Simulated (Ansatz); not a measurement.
## TiB2, pressure series

Base system: TiB₂ (space group P6/mmm, No. 191).

```yaml
crystal:
  lattice:
    - [3.03199, 0.00000, 0.00000]
    - [-1.51599, 2.62578, 0.00000]
    - [0.00000, 0.00000, 3.22435]
  atoms:
    - { symbol: Ti, position: [0.00000, 0.00000, 0.00000] }
    - { symbol: B, position: [0.33333, 0.66667, 0.50000] }
    - { symbol: B, position: [0.66667, 0.33333, 0.50000] }
```

Cell and atoms are relaxed at each pressure.

Method: PBE, PAW, 420 eV (Ansatz, an electronic-structure program; spin-orbit coupling left out).

Notes on the quantities. enthalpy: H = E + PV relative to the base's energy.

```csv
case,enthalpy,c/a ratio,density
base,–,1.063,4.50 g/cm³
pressure −2 GPa,-0.11 eV/atom,1.065,4.46 g/cm³
pressure −1 GPa,-0.05 eV/atom,1.064,4.48 g/cm³
pressure 0.9 GPa,+0.05 eV/atom,1.063,4.51 g/cm³
pressure 2.1 GPa,+0.11 eV/atom,1.062,4.53 g/cm³
pressure 4.5 GPa,+0.24 eV/atom,1.061,4.57 g/cm³
pressure 9 GPa,+0.47 eV/atom,1.059,4.65 g/cm³
pressure 15 GPa,+0.78 eV/atom,1.056,4.74 g/cm³
pressure 22.5 GPa,+1.15 eV/atom,1.053,4.86 g/cm³
pressure 30 GPa,+1.52 eV/atom,1.050,4.96 g/cm³
```

Load acts through the strain it causes; cell and atoms are relaxed under it. Whether these cells are dynamically stable was not tested. No other phases were tried under pressure. The final runs are not spin-polarised.
